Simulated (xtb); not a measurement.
xtb 6.7.1, GFN2-xTB: Hf(Cl)2(OSiH3) ([SiH3][O][Hf]([Cl])[Cl]), charge 0, multiplicity 2, 8 atoms. The geometry is a generated start, not checked to be a minimum at this level.

- method: GFN2-xTB
- --acc: 1 (default)
- --etemp (K): 300 (default)
- detailed input (--input): none: ANC optimiser, Lindh (1995) Hessian, microcycle=20, maxdispl=1.0, hlow=0.01 (default)
- basis functions: 47
- valence electrons: 31

```xyz
8

Hf     0.4662     0.2607     1.7191
Cl     0.3529    -0.8107     3.6399
Cl     1.3919     2.2377     2.0128
O     -0.1353    -0.2499     0.0476
Si    -0.4534    -0.3394    -1.5399
H      0.0445     0.8945    -2.1605
H     -1.9105    -0.4725    -1.6704
H      0.2437    -1.5203    -2.0486
```

Charge 0 and multiplicity 2 are set for this test and not shown to be the ground state. GFN-xTB has no spin term: --uhf 1 sets the occupations alone.

The structure is relaxed from this start with --opt LEVEL for the levels crude, sloppy, loose, lax, normal, tight, vtight, extreme, once each. Up to the end of the extreme run atoms move by at most 0.27 Å along an axis.

**Question.** What is the loosest level that ends within 1 meV of the extreme run, and how many cycles does it take?

**Answer.** tight: 17 cycles against 22, ending 0.019 meV above.

```tsv
level	cycles	energy above the extreme run (meV)	gradient norm (eV/Å)
crude	1	2.8	0.16
sloppy	1	2.8	0.16
loose	1	2.8	0.16
lax	2	2.4	0.066
normal	4	2.2	0.042
tight	17	0.019	0.0038
vtight	22	under 0.01	0.0014
extreme	22	—	0.0014
```
